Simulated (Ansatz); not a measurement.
## GaN: N → O

Base system: GaN in the wurtzite structure (space group P6_3mc, No. 186; a = 3.2186 Å, c = 5.2435 Å).

One thing is altered: every N is replaced by O; the structure is relaxed again.

Method: Ansatz (a program for electronic structure) PBE, no spin-orbit coupling, earlier PAW set. Settings: 16×16×8 k-points, 0.05 eV Fermi–Dirac smearing, for the changed cell.

| quantity | base | changed | shift |
|---|---|---|---|
| volume per atom | 11.76 Å³ | 14.08 Å³ | +2.32 Å³ |
| density | 5.91 g/cm³ | 5.05 g/cm³ | -0.86 g/cm³ |
| lattice parameter a | 3.219 Å | 3.275 Å | +0.0566 Å |
| c/a ratio | 1.629 | 1.852 | +0.2225 |
| space group | P6_3mc (No. 186) | P6_3mc (No. 186) | – |
| band gap | 1.71 eV | zero | – |

Cost of the whole job for the changed cell (relaxation, final SCF and bands): about 7 core-minutes (a rough figure).

Whether these cells are dynamically stable was not tested. As relaxed here, GaO is a hypothetical phase, not in the database extracts checked. All final runs are without spin polarisation.
